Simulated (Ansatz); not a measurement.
The starting structures come from a database of crystals and need not be the phases stable at ambient conditions.

By PBEsol, the system below comes out a metal.

The ballistic (Sharvin) conductance counts the channels at the Fermi level: G/A = (e²/h) × channels of both spins per area.

Here is the system:

```xyz
4
Lattice="5.3978 0.0000 0.0000 -2.6989 4.6746 0.0000 2.6989 1.5582 2.2036" Properties=species:S:1:pos:R:3 pbc="T T T"
V      0.0000     0.0000     0.0000
Ir    -1.3494     2.3373     0.0000
Ir     1.3494     2.3373     0.0000
Ir     2.6989     0.0000     0.0000
```

Space group of this cell: Pm-3m, Cu3Au type. The cell is taken as given; by PBEsol its mean pressure is -6.0 GPa.

The current flows along the normal of the first two printed cell vectors, the (111) plane of the conventional cell. No spin-orbit coupling; the value is a mean over 0.1 eV about the Fermi level.

State the ballistic conductance per area according to PBEsol run with Ansatz (a first-principles code).

0.72 × 10¹⁵ S/m² for both spins.
